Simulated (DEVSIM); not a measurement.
System: TaN/SiO2/p-Si capacitor, at 250 K.

Layer 1 from the left is SiO2, thickness (nm) 4.20. Layer 2 from the left is Si, thickness (nm) 390, Na (cm⁻³) 2.2e18.

Metal gate on the left, work function 4.4 eV. Fixed charge at the semiconductor interface 2.7e11 cm⁻² (in units of +e); no interface traps.

The device is made up for the run: typed textbook-type constants, with dimensions and the other settings drawn at random. Values at 300 K; Nc and Nv go as T^1.5, mobilities as T to minus their exponent, the gap by Varshni's rule with the affinity fixed.

SiO2: gap (eV) 9, affinity (eV) 0.9, permittivity 3.9. Si: gap (eV) 1.124, affinity (eV) 4.05, permittivity 11.7, Nc (cm⁻³) 2.86e19, Nv (cm⁻³) 3.1e19, Varshni α (eV/K) 0.000473, Varshni β (K) 636.

DEVSIM, 1D Poisson equation in equilibrium, Boltzmann statistics, complete ionisation; no quantum confinement or tunnelling. Metal contacts follow the ideal Schottky-Mott rule: no Fermi-level pinning, no interface dipoles.

### Question
What does the simulation give for the flat-band voltage, the minimum of the low-frequency capacitance?

### Answer
flat-band voltage -0.79 V; minimum of the low-frequency capacitance 0.296 μF/cm².
